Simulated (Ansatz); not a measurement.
The starting structures come from a database of crystals and need not be the phases stable at ambient conditions.

Crystal: NbPO$_{5}$ (P4/n, not sure to be the ambient phase, 14 atoms a cell, 12.8 Å³ an atom, -7 GPa at this level); planes in its conventional cell.

Calculation: PBEsol (plane waves, PAW; Ansatz, a first-principles code).

No gap correction and no spin-orbit coupling; mid-gap values are interpolated between computed energies.

```csv
plane,area of the cell (Å²),mid-gap κ (1/Å),largest κ in the gap (1/Å)
(001),42.1,0.30,0.30
(111),57.5,?,?
```

Question: The slowest decay depends on the direction. Supply the withheld values.

Answer: 
- (111), mid-gap κ (1/Å): 0.41
- (111), largest κ in the gap (1/Å): 0.41
